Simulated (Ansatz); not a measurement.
## Several settings converged on CsPbBr3 (Pm-3m, 5 atoms in the cell)

```xyz
5
Lattice="5.8407 0.0000 0.0000 0.0000 5.8407 0.0000 0.0000 0.0000 5.8407" Properties=species:S:1:pos:R:3 pbc="T T T"
Cs     0.0000     0.0000     0.0000
Pb     2.9203     2.9203     2.9203
Br     2.9203     0.0000     2.9203
Br     0.0000     2.9203     2.9203
Br     2.9203     2.9203     0.0000
```

Base method: LDA (PW92), default PAW files made with PBE (plane waves; Ansatz, a program for electronic structure).

Base settings: basis.ecutwfc = 420 eV; kpoints.mp_grid.grid = 4 4 4; hamiltonian.xc = lda; hamiltonian.pseudopotentials = {kind: paw} (the program's default PAW files); scf.occupations.method = fermi_dirac; scf.occupations.width = 0.01 eV.

Core times come from one kind of shared machine, to one figure; runs under 30 s give none.

**Zone-centre phonons against the cutoff**

In this ladder: scf.occupations.method = fixed; scf.occupations.width = default; phonons.method = dfpt; phonons.dielectric = true; phonons.rigid_motions = translations.

The mesh stays at the base's, so the ladder's end is converged at best in this setting alone.

Frequencies are those of the unrelaxed cell, without the LO-TO term of polar crystals.

Only quantities that move along the ladder and can be compared are tabulated.

ε∞ and Born charges come from denser meshes that the program picks itself.

| basis.ecutwfc | highest zone-centre frequency (cm⁻¹) | largest Born charge (mean of the diagonal) (e) | mean ε∞ | core time / last (rough) |
|---|---|---|---|---|
| 210 eV | 102.4 | 4.111 | 4.879 | 0.3 |
| 250 eV | 104.8 | 4.300 | 4.998 | 0.3 |
| 295 eV | 97.7 | 4.347 | 5.050 | 0.4 |
| 355 eV | 96.5 | 4.356 | 5.058 | 0.4 |
| 420 eV | 96.5 | 4.356 | 5.058 | 0.6 |
| 505 eV | 96.5 | 4.355 | 5.058 | 0.8 |
| 630 eV | 96.5 | 4.355 | 5.058 | 1 |

Coarsest basis.ecutwfc that holds the largest Born charge (mean of the diagonal) within 0.005 e of the last step, with all finer ones: 355 eV, at about 0.4 of the last step's time; the step before is off by 0.008 e.

Coarsest basis.ecutwfc that holds the mean ε∞ within 0.02 of the last step, with all finer ones: 295 eV, at about 0.4 of the last step's time; the step before is off by 0.060.

Coarsest basis.ecutwfc that holds the highest zone-centre frequency within 1 cm⁻¹ of the last step, with all finer ones: 355 eV, at about 0.4 of the last step's time; the step before is off by 1.1 cm⁻¹.

**The force threshold of a relaxation**

On CsPbBr3 (P4mm, 5 atoms in the cell): one atom moved by 0.15 angstrom.

In this ladder: relax = atoms.

The mesh stays at the base's, so the ladder's end is converged at best in this setting alone.

Only quantities that move along the ladder and can be compared are tabulated.

```csv
relax.f_tol,free energy less the last step's (meV/atom),largest force left (eV/Å),relaxation steps
0.2 eV/Å,2.84,0.0568,4
0.1 eV/Å,2.84,0.0568,4
0.05 eV/Å,0.03,0.0108,8
0.03 eV/Å,0.03,0.0123,8
0.02 eV/Å,0.02,0.0115,7
0.01 eV/Å,0.00,0.0017,7
0.005 eV/Å,0.00,0.0013,7
0.002 eV/Å,0.00,0.0011,8
0.001 eV/Å,0.00,0.0003,9
```

Coarsest relax.f_tol that holds the largest force left within 0.005 eV/Å of the last step, with all finer ones: 0.01 eV/Å; the step before is off by 0.011 eV/Å.

Coarsest relax.f_tol that holds the free energy within 0.5 meV/atom of the last step, with all finer ones: 0.05 eV/Å; the step before is off by 2.8 meV/atom.

Two neighbours can agree and both be off: 0.2 eV/Å and 0.1 eV/Å differ by 0.00 meV/atom in the free energy, yet lie about 2.8 meV/atom from the last step.

On the base run: the starting cell has typed, rounded lattice constants, without a prior relaxation at this level. Its lattice was rescaled by up to half a per cent.

Keys are those of Ansatz 0.2.
